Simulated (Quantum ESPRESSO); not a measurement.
## Cost against accuracy: K_POINTS for HfO2 (Fm-3m, 3 atoms in the cell)

```
HfO2
1.0
    0.00000     2.54904     2.54904
    2.54904     0.00000     2.54904
    2.54904     2.54904     0.00000
Hf O
1 2
Direct
  0.00000   0.00000   0.00000
  0.75000   0.75000   0.75000
  0.25000   0.25000   0.25000
```

Level of theory: PBE, GBRV 1.5 ultrasoft (PBE) pseudopotentials (plane waves; Quantum ESPRESSO).

Base settings: ecutwfc = 40 Ry; ecutrho = 320 Ry; occupations = smearing; smearing = fermi-dirac; degauss = 0.0036749 Ry; potentials = {Hf: hf_pbe_v1.uspp.F.UPF, O: o_pbe_v1.2.uspp.F.UPF}; K_POINTS = automatic 9 9 9 0 0 0; conv_thr = 1e-10 Ry; mixing_beta = 0.4.

Misses are taken against the tightest run, automatic 27 27 27 0 0 0, which need not be fully converged itself. The energy is the free energy per atom.

The count of work is k-points × plane waves × bands × iterations; it is no time, and leaves out set-up, grids and terms that scale otherwise. Core times come from one kind of shared machine and are given to one figure; runs under 30 s give none.

The starting cell comes from a database of computed structures (which also holds hypothetical and non-ambient phases and stackings), without a prior relaxation at this level. Its lattice was rescaled by a random factor within 2.5 % of one.

| K_POINTS | energy less reference (meV/atom) | pressure less reference (GPa) | count of work / reference | core time / reference (rough) |
|---|---|---|---|---|
| automatic 1 1 1 0 0 0 | -115.73 | -26.13 | 0.0023 | – |
| automatic 2 2 2 0 0 0 | 166.50 | 3.77 | 0.0050 | – |
| automatic 3 3 3 0 0 0 | 3.13 | -0.01 | 0.0059 | – |
| automatic 4 4 4 0 0 0 | 0.22 | 0.00 | 0.017 | – |
| automatic 5 5 5 0 0 0 | -0.03 | 0.00 | 0.016 | – |
| automatic 6 6 6 0 0 0 | -0.02 | 0.00 | 0.027 | – |
| automatic 8 8 8 0 0 0 | 0.04 | 0.00 | 0.066 | – |
| automatic 9 9 9 0 0 0 | 0.03 | 0.00 | 0.062 | – |
| automatic 11 11 11 0 0 0 | 0.01 | 0.00 | 0.11 | – |
| automatic 12 12 12 0 0 0 | 0.00 | 0.00 | 0.13 | – |
| automatic 15 15 15 0 0 0 | 0.00 | 0.00 | 0.23 | – |
| automatic 18 18 18 0 0 0 | 0.00 | 0.00 | 0.35 | 0.4 |
| automatic 22 22 22 0 0 0 | 0.00 | 0.00 | 0.59 | 0.6 |
| automatic 27 27 27 0 0 0 | 0.00 | 0.00 | 1.0 | 1 |

Coarsest setting among those run that, with all tighter ones, holds the energy within 20 meV/atom of the reference: automatic 3 3 3 0 0 0, off by 3.1 meV/atom; it needs 0.0059 of the reference's count of work.

The step from automatic 2 2 2 0 0 0 to automatic 4 4 4 0 0 0: it takes the miss in the energy from 170 to 0.22 meV/atom, for 3.4 times the count of work.
